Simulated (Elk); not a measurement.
Elk run on Nb (Im-3m, 1 atom in the cell): self-consistent single point.

Level of theory: PBE, spin-orbit coupling in second variation, all-electron FP-LAPW, Elk's shipped species files, default APW+lo basis (Elk 10.2.4).

```xyz
1
Lattice="-1.6565 1.6565 1.6565 1.6565 -1.6565 1.6565 1.6565 1.6565 -1.6565" Properties=species:S:1:pos:R:3 pbc="T T T"
Nb     0.0000     0.0000     0.0000
```

Reference input (self-consistent single point, DFT, PBE, all-electron FP-LAPW, Elk's shipped species files, default APW+lo basis): xctype = 20; rgkmax = 7; stype = 3; swidth = 0.00183747 Ha; ngridk = 9 9 9. This run's input differs from it in these lines:

```diff
@@ -6,4 +6,13 @@
 
+spinorb
+  .true.
+
 rgkmax
   7.0
+
+lmaxi
+  3
+
+nempty
+  10
```

The program printed (abridged):

```
│ Self-consistent loop started │
│ Loop number : 1 │
 total energy                :     -3819.11425452
 total moment                :  -0.5081757351E-27  0.1015936299E-21  0.1624161151E-21
│ Loop number : 2 │
 total energy                :     -3819.20312514
 total moment                :  -0.4994482259E-25 -0.5719452563E-22  0.1255956372E-21
RMS change in Kohn-Sham potential (target) :   0.8759307805E-01 (  0.1000000000E-05)
Absolute change in total energy (target)   :   0.8887061628E-01 (  0.1000000000E-03)
│ Loop number : 3 │
 total energy                :     -3819.31814544
   [... lines left out ...]
 total energy                :     -3820.54319693
 total moment                :   0.4270702591E-24  0.2072285885E-21 -0.4331211777E-21
RMS change in Kohn-Sham potential (target) :   0.9346388679E-06 (  0.1000000000E-05)
Absolute change in total energy (target)   :   0.3992324664E-03 (  0.1000000000E-03)
│ Loop number : 13 │
 total energy                :     -3820.54318321
 total moment                :  -0.8637326118E-23  0.5919884332E-22  0.3222509085E-21
RMS change in Kohn-Sham potential (target) :   0.1087008548E-06 (  0.1000000000E-05)
Absolute change in total energy (target)   :   0.8608565804E-04 (  0.1000000000E-03)
Convergence targets achieved

│ Loop number : 14 │

Energies :
 Fermi                       :     0.380032405254
 xc effective B-field        :    -0.670540431070E-10
 external B-field            :      0.00000000000
 total energy                :     -3820.54318297
 (external B-field energy excluded from total)

Density of states at Fermi energy :    41.19554151
 (states/Hartree/unit cell)

Estimated indirect band gap :   0.2957370532E-02
 from k-point     21 to k-point      2
Estimated direct band gap   :   0.4269955567E-01
 at k-point     27

Charges :
 core                        :    28.00000000
 valence                     :    13.00000000
 interstitial                :    1.667632865
 muffin-tins (core leakage)
  species :    1 (Nb)
   atom    1                 :    39.33236714     (  0.9352070016E-06)
   [... lines left out ...]

Moments :
 interstitial                :   0.5508423477E-23  0.5450631916E-23 -0.1450140010E-24
 muffin-tins
  species :    1 (Nb)
   atom    1                 :    0.000000000      0.5281903274E-22  0.8437137967E-22
 total in muffin-tins        :    0.000000000      0.5281903274E-22  0.8437137967E-22
 total moment                :   0.5508423477E-23  0.5826966465E-22  0.8422636566E-22

│ Self-consistent loop stopped │
```

The run converged in 14 iterations. The count includes the last loop, which Elk runs after its targets are met. 

The starting cell comes from a database of computed structures (which also holds hypothetical and non-ambient phases and stackings), without a prior relaxation at this level. Its lattice was rescaled by a random factor within 2.5 % of one. Values depend on the basis (sphere radii, cutoffs, local orbitals), which need not be converged. The log's line on a gap gives a spacing of levels on this mesh, which the program prints for metals too.
